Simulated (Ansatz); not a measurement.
Here is the system:

```
MgO
1.0
    0.00000     2.06490     2.06490
    2.06490     0.00000     2.06490
    2.06490     2.06490     0.00000
Mg O
1 1
Direct
  0.00000   0.00000   0.00000
  0.50000   0.50000   0.50000
```

Method: r2SCAN, rigid bands (plane waves, PAW, scalar-relativistic; Ansatz, a first-principles code). Condition of this run: hydrostatic pressure 10 GPa (the target of the relaxation). Geometry: cell and atoms relaxed with r2SCAN, then loaded as said.

Q: What conductivity effective mass do dilute electrons have at 300 K?

A: 0.39 mₑ.

Q: Predict the hole conductivity mass (n e² τ/σ) at 300 K, by direction if it differs.

A: 2.2 mₑ.

Q: And the band gap?

A: 6.25 eV at this level; semilocal functionals usually fall short of the measured gap.

Rigid bands, one relaxation time for all states, no polarons. Spin-orbit coupling is left out.
